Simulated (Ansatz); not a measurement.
Effect of biaxial strain +3.00 %, plane normal [001], relaxed out of plane on InP

The parent structure is InP in the zinc blende structure (space group F-43m, No. 216; a = 5.878 Å). Axes: x, y, z lie along the cube axes.

Perturbation: biaxial strain +3.00 %, plane normal [001], relaxed out of plane (Cartesian); in-plane vectors clamped, the third vector and the atoms free.

Level of theory: PBEsol (Ansatz, an electronic-structure program, PAW, scalar-relativistic without spin-orbit coupling). Settings: 10×10×10 k-points, 0.05 eV Fermi–Dirac smearing.

* **Space group**: I-4m2 (No. 119) (base F-43m (No. 216))
* **Shortest interatomic distance**: 4.853 bohr (base 4.810 bohr)
* **Energy relative to the base (free energy F)**: +12 meV/atom
* **Pressure (mean of the normal stresses, compression positive)**: -1.61 GPa (base 0.00 GPa)
* **Band gap**: 0.24 eV (base 0.57 eV)
* **Gap character**: direct at Γ (base direct at Γ)
* **Valence-band top at Γ (three highest levels, from the VBM)**: 0.00, -0.27, -0.27 eV (base 0.00, 0.00, 0.00 eV)
* **Out-of-plane strain**: -3.44 %
* **Ratio −ε⊥/ε∥**: 1.15

Final structure (turned so that z lies along the plane normal):

```
InP
1.0
    4.28138     0.00000     0.00000
    0.00000     4.28138     0.00000
    2.14069    -2.14069     2.83809
In P
1 1
Cartesian
  0.00000   0.00000   0.00000
  4.28138   2.14069   1.41904
```

Whether these cells are dynamically stable was not tested. The zero or small gap of InP under biaxial strain +3.00 %, plane normal [001], relaxed out of plane can change with the level of theory. k-point labels follow each cell's own Brillouin zone.
